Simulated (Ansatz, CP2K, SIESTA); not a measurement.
F2 (C2/c, 4 atoms in the cell) computed with different codes at matched settings

Band-structure calculation.

```
F2
1.0
    2.55632    -1.58403     0.00000
    2.55632     1.58403     0.00000
   -0.56211     0.00000     6.59771
F
4
Cartesian
  3.52689   0.50610   3.94517
  1.02364  -0.50610   2.65254
  0.74259   0.50610   5.95140
  3.80794  -0.50610   0.64631
```

Shared settings, as Ansatz (an electronic-structure program) writes them: kpoints.mp_grid.grid = 10 10 4; scf.occupations.method = fixed. Potentials and cutoffs stand in the table.

```tsv
code	model	gap along the path (eV)	smallest direct gap (eV)	cutoff
SIESTA	GGA PBEsol, numerical atomic orbitals DZP, PseudoDojo PBEsol standard norm-conserving potentials (rewritten from UPF to PSML)	2.44	2.44	grid 350 Ry
Ansatz	PBEsol, default PAW files made with PBE	2.66	2.66	default
CP2K	PBEsol, GPW, DZVP-MOLOPT-SR-GTH basis, GTH-PBE potentials (GTH_POTENTIALS)	2.65	2.65	grid 550 Ry
```

The spread over the programs that give each value: gap along the path within 0.22 eV; smallest direct gap within 0.22 eV.

SIESTA and CP2K use small atom-centred bases, whose incompleteness enters pressures, forces and empty levels differently from a plane-wave cutoff.

The starting cell comes from a database of computed structures (which also holds hypothetical and non-ambient phases and stackings), without a prior relaxation at this level.

Left out of this page: Quantum ESPRESSO (not drawn, or without a comparable value).

Keys are those of Ansatz 0.2.
